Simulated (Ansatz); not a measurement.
L1₀ (CuAu-type) FePt

These are RPBE (plane waves, PAW; Ansatz, a program for electronic structure) values and carry that method's errors.

Run with plane-wave cutoff 520 eV, 20×20×16 k mesh (along the axes of the cell as run), Fermi–Dirac smearing 0.05 eV, spin-polarised with parallel moments, scalar-relativistic PAW data made under PBE.

Cell (measured lattice):

```yaml
crystal:
  lattice:
    - [2.72680, 0.00000, 0.00000]
    - [0.00000, 2.72680, 0.00000]
    - [0.00000, 0.00000, 3.72610]
  atoms:
    - { symbol: Fe, position: [0.00000, 0.00000, 0.00000], spin: 3.0 }
    - { symbol: Pt, position: [0.50000, 0.50000, 0.50000] }
```

```json
{
  "band_gap": "none",
  "magnetic moment (largest site, within a sphere)": "3.00 μB"
}
```

Note: cell and atoms aren't relaxed at this level (pressure 7.5 GPa).

Spins in the cell block are starting values.

Moments are spin moments.

Spin–orbit coupling is not included.

Static lattice: no zero-point or thermal effects.

The result took about 100 core-seconds (a rough figure).
